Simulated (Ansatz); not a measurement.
# Hypothetical diamond Mn: pressure series

Take Mn in the diamond structure (space group Fd-3m, No. 227; a = 4.883 Å; non-magnetic; a hypothetical phase, not in the database extracts checked) as the base.

Cell and atoms are relaxed at each pressure.

All numbers come from PBEsol/PAW in Ansatz (an electronic-structure program), without spin-orbit coupling.

```json
[
 {"P (GPa)": "-2.00", "V (Å³/atom)": "14.737"},
 {"P (GPa)": "-1.00", "V (Å³/atom)": "14.643"},
 {"P (GPa)": "0.30", "V (Å³/atom)": "14.525"},
 {"P (GPa)": "0.70", "V (Å³/atom)": "14.489"},
 {"P (GPa)": "1.50", "V (Å³/atom)": "14.419"},
 {"P (GPa)": "3.00", "V (Å³/atom)": "14.293"},
 {"P (GPa)": "5.01", "V (Å³/atom)": "14.133"},
 {"P (GPa)": "7.51", "V (Å³/atom)": "13.945"},
 {"P (GPa)": "10.01", "V (Å³/atom)": "13.769"}
]
```

Q: Fit a third-order Birch–Murnaghan equation of state.

A: Least squares on P(V) = (3B₀/2)[(V₀/V)^(7/3) − (V₀/V)^(5/3)]·[1 + (3/4)(B₀′ − 4)((V₀/V)^(2/3) − 1)] gives V₀ = 14.55 Å³/atom, B₀ = 162 GPa and B₀′ = 4.1.

Load acts through the strain it causes; cell and atoms are relaxed under it. Whether these cells are dynamically stable was not tested. Competing high-pressure phases were not computed. Starting moments died away, wholly or in part, for the base; another magnetic solution may exist. The final runs are not spin-polarised.
